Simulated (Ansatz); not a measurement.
Start from Sn in the diamond structure (space group Fd-3m, No. 227; a = 6.569 Å).

The values are results of Kohn–Sham DFT with the r2SCAN functional, run in Ansatz (a first-principles code) with PAW and 500 eV plane waves, no spin-orbit coupling, earlier PAW set, not measurements.

For the base:

The volume per atom comes out as 35.43 Å³.

It is then changed as follows: every Sn is replaced by W, then cell and atoms are relaxed.

Q: Predict the new volume per atom.

A: The volume per atom falls by 11.16 Å³, from 35.43 Å³ to 24.27 Å³.

Stability against distortions was not tested. As relaxed here, W is a hypothetical phase, not in the database extracts checked. All final runs are without spin polarisation.
